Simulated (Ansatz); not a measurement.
Where the default PAW files enter, the runs use the earlier of Ansatz's two default sets.

Inside the gap of an insulator the Bloch states are evanescent, with a wavenumber k + iκ along the transport direction.

Input:

```xyz
2
Lattice="5.0098 0.0000 0.0000 -2.5049 4.3386 0.0000 2.5049 1.4462 4.0905" Properties=species:S:1:pos:R:3 pbc="T T T"
K      0.0000     0.0000     0.0000
I      0.0000     2.8924     2.0452
```

Space group of this cell: Fm-3m, rock salt. The cell is taken as given.

Transport runs along the normal of the first two printed cell vectors, the (111) plane of the conventional cell.

No gap correction and no spin-orbit coupling; mid-gap values are interpolated between computed energies.

**Question.** Predict the band gap and the smallest decay constant κ at mid-gap from r2SCAN (Ansatz, an electronic-structure program).

**Answer.** Gap 4.59 eV on a 8×8×8 mesh; κ = 0.331 1/Å, at the zone centre.
